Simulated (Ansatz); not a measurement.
**ZnCu2SnS4, response to strain**

Base system: ZnCu2SnS4 (space group I-4, No. 82).

```yaml
crystal:
  lattice:
    - [-2.70703, 2.70703, 5.41081]
    - [2.70703, -2.70703, 5.41081]
    - [2.70703, 2.70703, -5.41081]
  atoms:
    - { symbol: Cu, position: [0.00000, 0.00000, 0.00000] }
    - { symbol: Cu, position: [0.75000, 0.25000, 0.50000] }
    - { symbol: Zn, position: [0.25000, 0.75000, 0.50000] }
    - { symbol: Sn, position: [0.50000, 0.50000, 0.00000] }
    - { symbol: S, position: [0.63521, 0.62870, 0.52216] }
    - { symbol: S, position: [0.10654, 0.11306, 0.47784] }
    - { symbol: S, position: [0.37130, 0.89346, 0.00652] }
    - { symbol: S, position: [0.88694, 0.36479, 0.99348] }
```

Cartesian axes are those of the cell as printed.

Strains are applied to the cell and any free atomic positions relax; under biaxial strain the out-of-plane vector relaxes too.

Computed with r2SCAN (Ansatz, a first-principles code, PAW, no SOC).

Candidates:
(a) biaxial strain −1.12 %, plane normal [001], relaxed out of plane
(b) biaxial strain +0.88 %, plane normal [001], relaxed out of plane
(c) uniaxial strain ε_zz = +5.63 %

Before the change:

The band gap is 0.47 eV.

### Question
Order them by band gap, highest first.

### Answer
(a) biaxial strain −1.12 %, plane normal [001], relaxed out of plane (0.53 eV), (b) biaxial strain +0.88 %, plane normal [001], relaxed out of plane (0.43 eV), (c) uniaxial strain ε_zz = +5.63 % (0.32 eV)

Whether these cells are dynamically stable was not tested. The final runs are not spin-polarised.
